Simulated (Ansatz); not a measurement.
The starting structures come from a database of crystals and need not be the phases stable at ambient conditions.

 Where the default PAW files enter, the runs use the earlier of Ansatz's two default sets.

Crystal: Ba$_{2}$H$_{6}$Ru (Fm-3m, not sure to be the ambient phase, 9 atoms a cell, 14.6 Å³ an atom, -2 GPa at this level); planes in its conventional cell.

All values below come from PBEsol (plane waves, PAW; Ansatz, a quantum-chemistry and plane-wave program).

The gap is the functional's own, uncorrected, and κ follows it; spin-orbit coupling is left out. Mid-gap values are interpolated between the computed energies.

```tsv
plane	area of the cell (Å²)	mid-gap κ (1/Å)	largest κ in the gap (1/Å)
(111)	28.2	0.39	0.45
(001)	32.5	___	___
(110)	46.0	___	___
```

The slowest decay depends on the direction. Supply the withheld values.


- (001), mid-gap κ (1/Å): 0.31
- (001), largest κ in the gap (1/Å): 0.40
- (110), mid-gap κ (1/Å): 0.37
- (110), largest κ in the gap (1/Å): 0.42
